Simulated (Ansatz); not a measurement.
We consider cubic perovskite CsPbCl3 (cubic high-temperature phase), described by BLYP in Ansatz (plane waves, PAW).

Input:

Ansatz 0.2 input:
```yaml
crystal:
  lattice:
    - [5.844775928, 0.0, 0.0]
    - [0.0, 5.844775928, 0.0]
    - [0.0, 0.0, 5.844775928]
  atoms:
    - { symbol: Cs, position: [0.0, 0.0, 0.0] }
    - { symbol: Pb, position: [0.5, 0.5, 0.5] }
    - { symbol: Cl, position: [0.5, 0.0, 0.5] }
    - { symbol: Cl, position: [0.0, 0.5, 0.5] }
    - { symbol: Cl, position: [0.5, 0.5, 0.0] }
basis:
  ecutwfc: 520
  ecutrho_ratio: 4
  xc_grid: 2
kpoints:
  mp_grid: { grid: [6, 6, 6] }
  band_path:
    path:
      - [0.0, 0.0, 0.0]
      - [0.0, 0.125, 0.0]
      - [0.0, 0.25, 0.0]
      - [0.0, 0.375, 0.0]
      - [0.0, 0.5, 0.0]
      - [0.125, 0.5, 0.0]
      - [0.25, 0.5, 0.0]
      - [0.375, 0.5, 0.0]
      - [0.5, 0.5, 0.0]
      - [0.428571, 0.428571, 0.0]
      - [0.357143, 0.357143, 0.0]
      - [0.285714, 0.285714, 0.0]
      - [0.214286, 0.214286, 0.0]
      - [0.142857, 0.142857, 0.0]
      - [0.071429, 0.071429, 0.0]
      - [0.055556, 0.055556, 0.055556]
      - [0.111111, 0.111111, 0.111111]
      - [0.166667, 0.166667, 0.166667]
      - [0.222222, 0.222222, 0.222222]
      - [0.277778, 0.277778, 0.277778]
      - [0.333333, 0.333333, 0.333333]
      - [0.388889, 0.388889, 0.388889]
      - [0.444444, 0.444444, 0.444444]
      - [0.5, 0.5, 0.5]
      - [0.428571, 0.5, 0.428571]
      - [0.357143, 0.5, 0.357143]
      - [0.285714, 0.5, 0.285714]
      - [0.214286, 0.5, 0.214286]
      - [0.142857, 0.5, 0.142857]
      - [0.071429, 0.5, 0.071429]
      - [0.5, 0.5, 0.375]
      - [0.5, 0.5, 0.25]
      - [0.5, 0.5, 0.125]
    npoints: 1
hamiltonian:
  xc: blyp
  dispersion: none
  pseudopotentials: { kind: paw }
scf:
  occupations: { method: fermi_dirac, width: 0.01 }
  convergence: { dr2_threshold: 0.0000000005 }
output:
  forces: true
  stress: true
  eigenvalues: true
  write_bands: true
```

The run printed, among other lines:

```
Crystal: 5 atoms, lattice volume = 199.666 Å³
Basis set: ecut = 520 eV, 5449 PW (Γ), exchange–correlation on 90×90×90 points (8 copies of the dense FFT grid, shifted against one another)
Bands: 27, of which v1, the nominal top of the filled ones, is band 22 counted from 1 (21 counted from 0)
Symmetry: 48 space group operations
Space group: Pm-3m (ITA 221), of the structure as read, at distance tolerance 5.8e-5 Å
k-points: 20 of 216
Functional: x = b88, c = lyp
SCF iter   1: F=—  HF=-20885.874466 eV  |F-HF|=—  |Δ(HF+E_count)|=         —  Δρ=3.98e-3  dr2=2.92e-2
SCF iter   2: F=—  HF=-20885.864423 eV  |F-HF|=—  |Δ(HF+E_count)|=   1.00e-2  Δρ=1.25e-3  dr2=1.69e-3
  ...
SCF iter   7: F=—  HF=-20885.863898 eV  |F-HF|=—  |Δ(HF+E_count)|=  7.13e-10  Δρ=6.98e-7  dr2=1.71e-9
SCF iter   8: F=-20885.863898 eV  HF=-20885.863898 eV  |F-HF|=2.91e-11  |Δ(HF+E_count)|=  6.55e-10  Δρ=1.50e-7  dr2=3.85e-11
SCF 1 converged in 8 iterations: F = -20885.863898 eV  dr2 = 3.85e-11
SCF converged after 8 iterations
Free energy (F): -20885.863898 eV
Internal energy: -20885.863898 eV  (E = F + TS)
E sigma→0 (E₀):  -20885.863898 eV
Fermi energy:    3.806482 eV
--- Forces (eV/Å), atoms counted from 1 ---
  atom   1  Cs    -0.00000000     0.00000000    -0.00000000
  atom   2  Pb     0.00000000     0.00000000     0.00000000
  atom   3  Cl    -0.00000000    -0.00000000     0.00000000
  atom   4  Cl     0.00000000     0.00000000    -0.00000000
  atom   5  Cl     0.00000000     0.00000000    -0.00000000
--- Stress (GPa, compression-positive) ---
       -0.000016       0.000000       0.000000
        0.000000      -0.000016       0.000000
        0.000000       0.000000      -0.000016
  P = ⅓ Tr σ = -0.0000 GPa (-0.000 kbar)
```

The PAW data were made under PBE.

Note: the cell is over a tenth larger than the published one: the level's own overestimate first of all, though another phase or state, or a fault of the published cell, is possible. Note: held by symmetry at 0 K, a high-temperature phase can be a saddle point.

Ansatz is an electronic-structure program.
